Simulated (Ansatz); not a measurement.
Cells marked so need not be the phases stable at ambient conditions, and some may be hypothetical.

The gap is the functional's own, uncorrected, and κ follows it; spin-orbit coupling is left out. Mid-gap values are interpolated between the computed energies.

A. Tl$_{2}$CdGeTe$_{4}$ (I-42m, not sure to be the ambient phase, 8 atoms a cell, 30.8 Å³ an atom), along the normal of (100)
B. SrWO₄ (I4_1/a, not sure to be the ambient phase, 12 atoms a cell, 14.7 Å³ an atom, -2 GPa at this level), along the normal of (100)
C. LaF3 (P6_3/mmc, not sure to be the ambient phase, 8 atoms a cell, 13.7 Å³ an atom), along the normal of (100)
D. Rb₂SnHgTe₄ (I-42m, not sure to be the ambient phase, 8 atoms a cell, 37.5 Å³ an atom), along the normal of (001)
E. BaTa₂Bi₂O₉ (I4/mmm, not sure to be the ambient phase, 14 atoms a cell, 13.8 Å³ an atom, -2 GPa at this level), along the normal of (110)

Question: Rank these by mid-gap decay constant of the slowest evanescent state (highest first), as r2SCAN (Ansatz, a quantum-chemistry and plane-wave program) gives it.

Answer: C (0.56 1/Å), B (0.53 1/Å), E (0.25 1/Å), D (0.14 1/Å), A (0.06 1/Å)
